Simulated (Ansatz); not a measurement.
MgS (Fm-3m), Ansatz (a quantum-chemistry and plane-wave program) with HSE06, rigid bands: N_v = 1.68e20 cm⁻³ at 300 K and a hole conductivity mass of 0.949 mₑ.

Question: For 1e16 holes per cm³ at 300 K, place the Fermi level, estimate the Seebeck coefficient of a parabolic band with constant τ, and give mobility and conductivity for τ = 10 fs.

Answer: The level lies k_BT ln(N_v/p) = 0.252 eV above the valence-band maximum. S ≈ +(k_B/e)[ln(N_v/p) + 5/2] = 1054 μV/K, against 1046 μV/K from the full bands (mean over directions). μ = eτ/m = 18.5 cm²/(V·s) and σ = peμ = 0.0297 S/cm. τ is assumed, not computed.

Band transport and this doping are assumed; polarons and phonon drag are left out. Spin-orbit coupling is left out; where it splits the top of the valence band, N_v and the p-type Seebeck coefficient come out somewhat high without it. Geometry: cell and atoms relaxed with PBEsol.
